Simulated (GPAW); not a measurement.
## Variants of one calculation on Mg14AlGa (Amm2, 16 atoms in the cell)

```
Mg14AlGa
1.0
   10.34281     0.00000     0.00000
    0.00000     3.11388     5.46271
    0.00000    -3.11388     5.46271
Mg Al Ga
14 1 1
Direct
  0.00000   0.16652   0.16652
  0.00000   0.66630   0.66630
  0.50000   0.16610   0.66796
  0.50000   0.66796   0.16610
  0.00000   0.16759   0.66743
  0.00000   0.66743   0.16759
  0.25404   0.33404   0.83404
  0.74596   0.83404   0.33404
  0.74596   0.33404   0.83404
  0.25404   0.83404   0.33404
  0.25009   0.33137   0.33137
  0.74991   0.33137   0.33137
  0.24889   0.83159   0.83159
  0.75111   0.83159   0.83159
  0.50000   0.16854   0.16854
  0.50000   0.66748   0.66748
```

Base run A: PBEsol, GPAW PAW datasets PBEsol (made by gpaw-setup) (GPAW 25.7.0), self-consistent single point.

Its settings: mode = pw; ecut = 800 eV; xc = PBEsol; kpts = 2 3 3; mesh shift (steps) = 0 0 0; occupations.name = fermi-dirac; occupations.width = 0.1 eV; nbands = -24; convergence.forces = 0.001 eV/Å; symmetry.symmorphic = false; symmetry.tolerance = 0.0005; maxiter = 100.

The starting cell comes from a database of computed structures (which also holds hypothetical and non-ambient phases and stackings), without a prior relaxation at this level. Without a gap this mesh is coarse (it stands for a supercell whose shortest vector is 19 Å).

ΔF is the free energy per atom less that of run A. A dash stands where there is no value to compare (another energy zero or no entropy term, no result, no spin, no clean gap, or a mesh too coarse for one). Total energies depend on the potentials, the functional and any Hubbard or dispersion term, so they are compared only between runs that share all of them.

Runs:
- B: convergence.forces: 0.001 eV/Å → default; convergence.energy: default → 7e-07 eV/electron; convergence.density: default → 4e-05 e/electron; convergence.eigenstates: default → 7e-11
- C: kpts: 2 3 3 → 1 1 1
- D: kpts_shift: 0 0 0 → 0.5 0.5 0.5
- E: nbands: -24 → -32
- F: dispersion: default → d3 [PBEsol-D3(0)]
- G: occupations.name: fermi-dirac → marzari-vanderbilt; occupations.width: 0.1 eV → 0.05 eV
- H: convergence.forces: 0.001 eV/Å → default; convergence.density: default → 1e-07 e/electron; convergence.energy: default → 5e-07 eV/electron; convergence.eigenstates: default → 4e-14
- I: convergence.forces: 0.001 eV/Å → 0.01 eV/Å
- J: eigensolver: default → rmm-diis
- K: mixer.beta: default → 0.05; mixer.weight: default → 10

```csv
run,ΔF (meV/atom),pressure (GPa),largest force (eV/Å),k-points
A,0.00,-0.78,0.327,8
B,0.00,-0.78,0.327,8
C,362.3,-0.05,0.386,1
D,-15.7,-0.77,0.219,4
E,0.00,-0.79,0.327,8
F,–,-1.84,0.323,8
G,7.0,-0.85,0.323,8
H,0.00,-0.78,0.327,8
I,0.00,-0.78,0.327,8
J,0.00,-0.78,0.327,8
K,0.00,-0.78,0.327,8
```

Run G against A: The free energy rises by 7.0 meV/atom, the pressure stays near -0.85 GPa while the xx stress (positive for compression) goes from -2.47 to -2.98 GPa and the largest force hardly changes (0.327 to 0.323 eV/Å).

Run D against A: The free energy falls by 15.7 meV/atom, the pressure stays near -0.77 GPa while the zz stress (positive for compression) goes from -0.69 to -1.58 GPa and the largest force goes from 0.327 to 0.219 eV/Å.

Run C against A: The free energy goes up by 362 meV/atom, the pressure goes from -0.78 to -0.05 GPa and the largest force goes from 0.327 to 0.386 eV/Å.
